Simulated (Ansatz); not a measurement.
The starting structures come from a database of crystals and need not be the phases stable at ambient conditions.

 Where the default PAW files enter, the runs use the earlier of Ansatz's two default sets.

Inside the gap of an insulator the Bloch states are evanescent, with a wavenumber k + iκ along the transport direction.

Given:

```
CELL_PARAMETERS angstrom
      5.66546     0.00000     0.00000
      0.00000     8.01217     0.00000
      2.83273     4.00608     2.83273
ATOMIC_POSITIONS crystal
  Mg 0.00000 0.00000 0.00000
  Te 0.00000 0.50000 0.00000
  Pb 0.50000 0.75000 0.00000
  Pb 0.50000 0.25000 0.00000
  O  0.48337 0.74168 0.51663
  O  0.51663 0.25832 0.48337
  O  0.00000 0.25832 0.48337
  O  0.00000 0.74168 0.51663
  O  0.00000 0.74168 0.00000
  O  0.00000 0.25832 0.00000
```

Space group of this cell: Fm-3m. The cell was relaxed by PBE-D3(BJ); by PBEsol its mean pressure is -2.3 GPa.

Transport runs along the normal of the first two printed cell vectors, the (110) plane of the conventional cell.

The gap is the functional's own, uncorrected, and κ follows it; spin-orbit coupling is left out. Mid-gap values are interpolated between the computed energies.

**Question.** Predict the band gap and the smallest decay constant κ at mid-gap from PBEsol (Ansatz, a first-principles code).

**Answer.** Gap 2.39 eV on a 10×10×10 mesh; κ = 0.244 1/Å, at (0.500, 0.000) of the in-plane reciprocal vectors. At the zone centre, at the nearest computed energy, the slowest state has κ = 0.31 1/Å.
